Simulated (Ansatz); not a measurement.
The starting structures come from a database of crystals and need not be the phases stable at ambient conditions.

By PBEsol, the system below comes out a metal.

A figure of merit of an interconnect metal is its ballistic conductance per area.

```yaml
crystal:
  lattice:
    - [3.15419, 0.00000, 0.00000]
    - [-0.43465, 4.28229, 0.00000]
    - [-0.21732, 2.14114, 2.37508]
  atoms:
    - { symbol: Te, position: [0.50000, 0.50000, 0.00000] }
```

Space group of this cell: C2/m. The cell is strained (lengths along the current scaled by 1.03, ions clamped); by PBEsol its mean pressure is -1.9 GPa.

The current flows along the normal of the first two printed cell vectors. No spin-orbit coupling; the value is a mean over 0.1 eV about the Fermi level.

Q: Compute, with PBEsol (Ansatz, an electronic-structure program), the ballistic conductance per area.

A: 1.2 × 10¹⁵ S/m² for both spins.
